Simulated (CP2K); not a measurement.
A self-consistent single point of Al2Cu (P1, 3 atoms in the cell) with CP2K.

Level of theory: CP2K with PBEsol, GPW, DZVP-MOLOPT-SR-GTH basis, GTH-PBE potentials (GTH_POTENTIALS).

```yaml
crystal:
  lattice:
    - [4.10518, 0.00000, 0.00000]
    - [0.00000, 4.10518, 0.00000]
    - [0.00000, 0.00000, 2.89131]
  atoms:
    - { symbol: Al, position: [0.51385, 0.00099, 0.48325] }
    - { symbol: Al, position: [0.97680, 0.52051, 0.50282] }
    - { symbol: Cu, position: [0.00935, 0.97850, 0.01393] }
```

Reference input (self-consistent single point, DFT LDA (Pade form), GPW, DZVP-MOLOPT-SR-GTH basis, GTH-PADE potentials (GTH_POTENTIALS)): CUTOFF = 600 Ry; REL_CUTOFF = 50 Ry; SMEAR/METHOD = GAUSSIAN; SIGMA = 0.1 eV; KPOINTS/SCHEME = MACDONALD 7 7 10 0 0 0.05; XC_FUNCTIONAL = PADE; Al/BASIS_SET = DZVP-MOLOPT-SR-GTH; Al/POTENTIAL = GTH-PADE-q3; Cu/BASIS_SET = DZVP-MOLOPT-SR-GTH; Cu/POTENTIAL = GTH-PADE-q11; METHOD = GPW; EPS_DEFAULT = 1e-10. This run's input differs from it in these lines:

```diff
@@ -43,3 +43,6 @@
     &XC
-      &XC_FUNCTIONAL PADE
+      &XC_FUNCTIONAL
+        &PBE
+          PARAMETRIZATION PBESOL
+        &END PBE
       &END XC_FUNCTIONAL
@@ -76,3 +79,3 @@
       BASIS_SET DZVP-MOLOPT-SR-GTH
-      POTENTIAL GTH-PADE-q3
+      POTENTIAL GTH-PBE-q3
     &END KIND
@@ -80,3 +83,3 @@
       BASIS_SET DZVP-MOLOPT-SR-GTH
-      POTENTIAL GTH-PADE-q11
+      POTENTIAL GTH-PBE-q11
     &END KIND
```

Log, with long lists cut:

```
 SCF WAVEFUNCTION OPTIMIZATION

  Step     Update method      Time    Convergence         Total energy    Change
     1 NoMix/Diag. 0.20E+00      -     1.17271951       -52.3564880213 -5.24E+01
     2 Broy./Diag. 0.20E+00      -     0.21086975       -54.9805328886 -2.62E+00
     3 Broy./Diag. 0.20E+00      -     0.02419448       -52.5782996057  2.40E+00
     4 Broy./Diag. 0.20E+00      -     0.03497615       -52.1992881305  3.79E-01
     5 Broy./Diag. 0.20E+00      -     0.01609986       -52.0097030814  1.90E-01
     6 Broy./Diag. 0.20E+00      -     0.00513470       -52.1540359867 -1.44E-01
   [... 4 lines left out ...]
    11 Broy./Diag. 0.20E+00      -     0.00005909       -52.1462743062 -2.21E-04
    12 Broy./Diag. 0.20E+00      -     0.00000534       -52.1462086119  6.57E-05
    13 Broy./Diag. 0.20E+00      -     0.00000581       -52.1461770651  3.15E-05
    14 Broy./Diag. 0.20E+00      -     0.00000061       -52.1461897098 -1.26E-05
  *** SCF run converged in    14 steps ***

  Overlap energy of the core charge distribution:               0.00000000205690
  Self energy of the core charge distribution:                -75.68656488725561
  Core Hamiltonian energy:                                     23.99170808827927
  Hartree energy:                                               8.75725841746973
  Exchange-correlation energy:                                 -9.20832709546782
  Smearing free energy correction:                             -0.00026423499201
  Fermi energy:                                                 0.22411154726416

  Total energy:                                               -52.14618970979994
  Total energy (extrapolated to sigma->0):                    -52.14605759230394

                     Mulliken Population Analysis

   [... lines left out ...]

 STRESS| Analytical stress tensor [bar]
 STRESS|                        x                   y                   z
 STRESS|      x        3.09589137724E+03  -3.59652996759E+03  -1.12641190776E+03
 STRESS|      y       -3.59652996759E+03   1.52960499178E+04  -4.27129450568E+03
 STRESS|      z       -1.12641190776E+03  -4.27129450568E+03   9.28311541699E+03
 STRESS| 1/3 Trace                                             9.22501890401E+03
```

The run converged in 14 iterations. Against the reference run the pressure goes from -3.31 to 0.92 GPa and the largest force goes from 1.239 to 1.423 eV/Å.

The starting cell comes from a database of computed structures (which also holds hypothetical and non-ambient phases and stackings), without a prior relaxation at this level. Its atoms were displaced at random from the sites of space group no. 123. Spin polarisation is off. Values carry the incompleteness of an atom-centred basis. The potentials were made for another functional than the one used. Forces in this geometry exceed 1 eV/Å.

Cost on one core of a shared machine: roughly 2 min.
